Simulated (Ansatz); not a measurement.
**Nb, response to strain**

Start from Nb in the bcc (W type) structure (space group Im-3m, No. 229; a = 3.3045 Å; relaxed with 0.1 eV smearing). Axes: x, y, z lie along the cube axes.

Strains are applied to the cell and any free atomic positions relax; under biaxial strain the out-of-plane vector relaxes too.

Computed with Kohn–Sham DFT with the r2SCAN functional, run in Ansatz (an electronic-structure program) with PAW and 500 eV plane waves, no SOC.

Notes on the quantities. energy relative to the base: free energy F.

```json
[
 {"change": "base", "energy relative to the base": "0 meV/atom", "ratio −ε⊥/ε∥": "–"},
 {"change": "biaxial strain −2.50 %, plane normal [111], relaxed out of plane", "energy relative to the base": "+5.8 meV/atom", "ratio −ε⊥/ε∥": "1.74"},
 {"change": "biaxial strain −2.08 %, plane normal [111], relaxed out of plane", "energy relative to the base": "+3.9 meV/atom", "ratio −ε⊥/ε∥": "1.73"},
 {"change": "biaxial strain −1.67 %, plane normal [111], relaxed out of plane", "energy relative to the base": "+2.5 meV/atom", "ratio −ε⊥/ε∥": "1.73"},
 {"change": "biaxial strain −1.25 %, plane normal [111], relaxed out of plane", "energy relative to the base": "+1.3 meV/atom", "ratio −ε⊥/ε∥": "1.72"},
 {"change": "biaxial strain −0.83 %, plane normal [111], relaxed out of plane", "energy relative to the base": "+0.6 meV/atom", "ratio −ε⊥/ε∥": "1.72"},
 {"change": "biaxial strain −0.42 %, plane normal [111], relaxed out of plane", "energy relative to the base": "+0.1 meV/atom", "ratio −ε⊥/ε∥": "–"}
]
```

No phonon test of stability was made. All final runs are without spin polarisation.
